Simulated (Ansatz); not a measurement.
Some atoms of an NVE trajectory of Ru, cell Ru48, brought to this temperature after a much hotter stage, below the measured melting point of 2607 K (tabulated, unchecked) (supercooled) [in the run: it was liquid; mean temperature 2266 K (target 2350 K); density 10.65 g/cm³]; time step 2.0 fs, velocity Verlet. These are PBE (plane waves, PAW; Ansatz, a program for electronic structure) values and carry that method's errors. On the run's last frame a denser k-mesh moved the forces by 0.084 eV/Å rms, the static pressure by 0.09 GPa and the free energy by 3 meV/atom, which is about how far such values are converged.

```
atom  mass (u)                 x y z (Å)                       v (Å/fs)                 F (eV/Å)
----  --------  ------------------------  -----------------------------  -----------------------
Ru1    101.070   8.39214 5.23960 2.56873   -0.000118 0.002466 -0.001214   -0.7792 1.1743 -1.0108
Ru7    101.070   1.82986 3.97310 7.42988     0.002017 0.001442 0.007773   1.0739 -0.2499 -2.2979
Ru19   101.070   7.22990 7.86058 6.84488    -0.002761 0.005734 0.004233    1.2369 -2.6890 1.5192
Ru24   101.070   4.50042 1.46125 3.46771  -0.001995 -0.005834 -0.004487  -0.4108 -0.5612 -1.7494
Ru29   101.070   4.85917 5.11317 3.48920   -0.003671 0.002763 -0.003348    0.3131 -0.5263 1.6808
Ru34   101.070   1.95718 0.76387 3.73548   -0.000862 -0.000797 0.002920    0.0679 0.8666 -0.7633
Ru45   101.070   8.33405 4.01894 7.50987   -0.000255 -0.000903 0.011535    0.7795 1.8606 -1.2115
Ru47   101.070  -1.14060 1.79114 7.09679    -0.001466 0.006454 0.001577  -1.3892 -1.7377 -0.0858
```

Problem. Give their positions one step later.

Solution. x' = x + vΔt + FΔt²/(2m), with 1 eV/(Å·u) = 0.0096485 Å/fs².
```
atom              x' y' z' (Å)
----  ------------------------
Ru1    8.39175 5.24476 2.56611
Ru7    1.83410 3.97593 7.44498
Ru19   7.22462 7.87153 6.85363
Ru24   4.49635 1.44947 3.45840
Ru29   4.85189 5.11859 3.48283
Ru34   1.95547 0.76245 3.74117
Ru45   8.33368 4.01749 7.53270
Ru47  -1.14379 1.80372 7.09993
```
